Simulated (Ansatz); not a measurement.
The parent structure is InP in the zinc blende structure (space group F-43m, No. 216; a = 5.878 Å).

The values are results of PBEsol/PAW in Ansatz (a first-principles code), scalar-relativistic without spin-orbit coupling, not measurements.

One change was made to it. Results:

The width of the top valence band increases by 0.51 eV (2.92 eV → 3.43 eV); the density rises by 0.53 g/cm³, from 4.77 g/cm³ to 5.30 g/cm³; the valley order (the lowest conduction-band minima on the path, energy above the VBM, named in the base's zone) goes from Γ 0.57 eV; L along ⟨111⟩ 1.38 eV; X along ⟨100⟩ 1.65 eV to Γ 1.13 eV; X along ⟨100⟩ 1.45 eV; L along ⟨111⟩ 1.63 eV; the electron mass goes from 0.046 mₑ (at Γ) to 0.084 mₑ (at Γ).

Problem. What was done to the base?
A) pressure 9 GPa
B) pressure −2 GPa
C) pressure 0.9 GPa

Solution. A, pressure 9 GPa. For comparison, the valley order in the other runs: pressure −2 GPa gives Γ 0.40 eV; L along ⟨111⟩ 1.31 eV; X along ⟨100⟩ 1.70 eV; pressure 0.9 GPa gives Γ 0.64 eV; L along ⟨111⟩ 1.41 eV; X along ⟨100⟩ 1.63 eV.

The levels and masses belong to the bands next to the band gap. Load acts through the strain it causes; cell and atoms are relaxed under it. Effective masses come from finite differences of ±0.01 Å⁻¹. Stability against distortions was not tested. Tetrahedral semiconductors of this kind turn to denser phases somewhere between about 1 and 50 GPa; those were not computed, so compressed cells here can lie past the real transition.
